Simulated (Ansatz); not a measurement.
The starting structures come from a database of crystals and need not be the phases stable at ambient conditions.

Tunnelling through a barrier is set by its complex band structure: the current falls as exp(−2κd) with the smallest κ.

Data:

```xyz
4
Lattice="3.3739 0.0000 0.0000 0.0000 5.0825 0.0000 1.6870 0.0000 2.9219" Properties=species:S:1:pos:R:3 pbc="T T T"
Mg     1.6870     5.0716     0.9740
Mg     3.3739     2.5303     1.9479
O      1.6870     3.0371     0.9740
O      3.3739     0.4959     1.9479
```

Space group of this cell: P6_3mc, wurtzite. The cell is strained (all lengths scaled by 1.02); by r2SCAN its mean pressure is -7.1 GPa.

Transport runs along the normal of the first two printed cell vectors, the (100) plane of the conventional cell.

The gap is the functional's own, uncorrected, and κ follows it; spin-orbit coupling is left out. Mid-gap values are interpolated between the computed energies.

Q: Compute, with r2SCAN (Ansatz, an electronic-structure program), the band gap and the smallest decay constant κ at mid-gap.

A: Gap 3.81 eV on a 10×6×10 mesh; κ = 0.324 1/Å, at the zone centre.
